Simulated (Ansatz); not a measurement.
The parent structure is CsSnI₃ in the cubic perovskite structure (space group Pm-3m, No. 221; a = 6.1305 Å). Axes: x, y, z lie along the cube axes.

Level of theory: DFT with PBEsol, PAW potentials and a 420 eV plane-wave cutoff in Ansatz (a first-principles code), spin-orbit coupling left out.

It is then changed as follows: tensile biaxial strain of 0.50 % in the plane normal to [111], as in epitaxy on a mismatched substrate; the out-of-plane cell vector and the atoms relax.

Predict the new in-plane stress and energy relative to the base.

The mean in-plane stress (compression positive) is -0.1 GPa; the energy hardly moves.

No phonon test of stability was made. Many cubic perovskites are stable only at high temperature; tilts and polar distortions were not tested.
